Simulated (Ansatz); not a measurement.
## Response to strain in BeS

The parent structure is BeS in the zinc blende structure (space group F-43m, No. 216; a = 4.869 Å). Axes: x, y, z lie along the cube axes.

Strains are applied to the cell and any free atomic positions relax.

Level of theory: Ansatz (an electronic-structure program) r2SCAN, no SOC.

Candidates:
(a) uniaxial strain ε_yy = −5.85 %
(b) strain tensor (xx, yy, zz, yz, xz, xy) = (+1.17, +0.43, −0.15, +0.48, −0.84, −1.41) %
(c) uniaxial strain ε_xx = −1.09 %
(d) isotropic strain −0.90 %

Notes on the quantities. energy relative to the base: free energy F.

### Question
Order them by energy relative to the base, highest first.

### Answer
(a) uniaxial strain ε_yy = −5.85 % (+26 meV/atom), (b) strain tensor (xx, yy, zz, yz, xz, xy) = (+1.17, +0.43, −0.15, +0.48, −0.84, −1.41) % (+5.6 meV/atom), (d) isotropic strain −0.90 % (+3.3 meV/atom), (c) uniaxial strain ε_xx = −1.09 % (+0.9 meV/atom)

No phonon test of stability was made.
